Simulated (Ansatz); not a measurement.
For Pd3In (Pm-3m, No. 221, 4 atoms in the cell; start mp-31337), LDA (plane waves, PAW; Ansatz, a first-principles code) gives:

| Item | Value |
|---|---|
| equilibrium lattice constant a | 3.931 Å |
| bulk modulus | 192 GPa |
| cohesive energy | 5.03 eV/atom |

### Question
What does PBEsol (PAW; Ansatz) give for the same quantities?

### Answer

- lattice constant a: 3.970 Å (grows by 1.0 %)
- bulk modulus: 173 GPa (shrinks by 9.9 %)
- cohesive energy: 4.46 eV/atom (drops by 0.57 eV/atom)

Changes are worked out from the printed values.

Unless a cell is named, each level is at its own relaxed cell (LDA 15.19, PBEsol 15.64 Å³/atom).

Levels without +SOC leave out spin–orbit coupling, which shifts energies and cells of such heavy elements.

Caveats: the bulk modulus is −V dP/dV from two relaxed cells at ±2 % in volume (LDA, PBEsol); the relaxation could not lower the start's symmetry, so the cell can be a saddle point above a distorted one (LDA, PBEsol). Ansatz's density-functional and Hartree–Fock values are scalar-relativistic unless marked +SOC, with PAW data made under PBE.

A start named mp-… is a Materials Project structure, which need not be a measured phase.
